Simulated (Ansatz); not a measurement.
# Alloy series in PbS

The parent structure is PbS in the rock salt structure (space group Fm-3m, No. 225; a = 5.903 Å).

The other end (x = 1) is PbTe in the rock salt structure (space group Fm-3m, No. 225): 33.42 Å³/atom, gap 0.65 eV.

Te replaces a fraction x of S; each row is one arrangement (x, atoms in the cell, starting space group or random), fully relaxed.

Computed with Ansatz (a program for electronic structure), PBEsol, PAW, cutoff 420 eV, scalar-relativistic without spin-orbit coupling.

Notes on the quantities. mixing energy: to 0.01 eV only: unlike meshes or grids; gap character: in this cell's own zone, which can be folded.

```json
[
 {"variant": "base", "band gap": "0.19 eV", "density": "7.73 g/cm³", "mixing energy": "–", "gap character": "–"},
 {"variant": "x(Te) = 0.667, 6 atoms, P-3m1", "band gap": "0.45 eV", "density": "8.21 g/cm³", "mixing energy": "+17 meV/atom", "gap character": "indirect, A → L"},
 {"variant": "x(Te) = 0.75, 8 atoms, I4/mmm", "band gap": "0.11 eV", "density": "8.15 g/cm³", "mixing energy": "+0.04 eV/atom", "gap character": "direct at X"},
 {"variant": "x(Te) = 0.75, 8 atoms, P4/mmm", "band gap": "0.08 eV", "density": "8.15 g/cm³", "mixing energy": "+0.05 eV/atom", "gap character": "direct at X"}
]
```

Each cell is one ordered arrangement of few atoms, which overstates ordering effects compared with a random alloy. Spin-orbit coupling, missing from the scalar runs, can matter with Pb and Te. Whether these cells are dynamically stable was not tested. A zero or small gap of PbS and Pb4Te3S can be the functional's error rather than a property of the material. Labels are those of the standard path for the cell's own space group.
